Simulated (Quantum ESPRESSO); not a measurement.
Convergence study of the dielectric constant against the mesh for BN (F-43m, 2 atoms in the cell)

```
CELL_PARAMETERS angstrom
     -1.79846     0.00000     1.79846
      0.00000     1.79846     1.79846
     -1.79846     1.79846     0.00000
ATOMIC_POSITIONS crystal
  B  0.00000 0.00000 0.00000
  N  0.25000 0.25000 0.25000
```

Method of the run: PBE, GBRV 1.5 ultrasoft (PBE) pseudopotentials (plane waves; Quantum ESPRESSO).

Base settings: ecutwfc = 40 Ry; ecutrho = 200 Ry; occupations = smearing; smearing = fermi-dirac; degauss = 0.00147 Ry; potentials = {B: b_pbe_v1.4.uspp.F.UPF, N: n_pbe_v1.2.uspp.F.UPF}; K_POINTS = automatic 12 12 12 0 0 0; conv_thr = 1e-08 Ry; mixing_beta = 0.4.

In this ladder: occupations = fixed; smearing = default; degauss = default; nbnd = 8; ph.x.tr2_ph = 1e-14; ph.x.trans = false; ph.x.epsil = true; ph.x.zeu = true.

Only quantities that move along the ladder and can be compared are tabulated.

The starting cell has typed, rounded lattice constants, without a prior relaxation at this level. Its lattice was rescaled by up to half a per cent. In the base run, with a pressure of about 9 GPa the cell is away from its equilibrium volume at this level.

| K_POINTS | largest Born charge (mean of the diagonal) (e) | mean ε∞ |
|---|---|---|
| automatic 4 4 4 0 0 0 | 2.040 | 5.223 |
| automatic 5 5 5 0 0 0 | 1.949 | 4.838 |
| automatic 6 6 6 0 0 0 | 1.920 | 4.683 |
| automatic 8 8 8 0 0 0 | 1.907 | 4.599 |
| automatic 10 10 10 0 0 0 | 1.905 | 4.586 |
| automatic 12 12 12 0 0 0 | 1.905 | 4.584 |
| automatic 15 15 15 0 0 0 | 1.905 | 4.584 |
| automatic 19 19 19 0 0 0 | 1.905 | 4.584 |
| automatic 23 23 23 0 0 0 | 1.905 | 4.584 |
| automatic 29 29 29 0 0 0 | 1.905 | 4.584 |

Coarsest K_POINTS that holds the mean ε∞ within 0.01 of the last step, with all finer ones: automatic 10 10 10 0 0 0; the step before is off by 0.015.

Coarsest K_POINTS that holds the largest Born charge (mean of the diagonal) within 0.005 e of the last step, with all finer ones: automatic 8 8 8 0 0 0; the step before is off by 0.015 e.
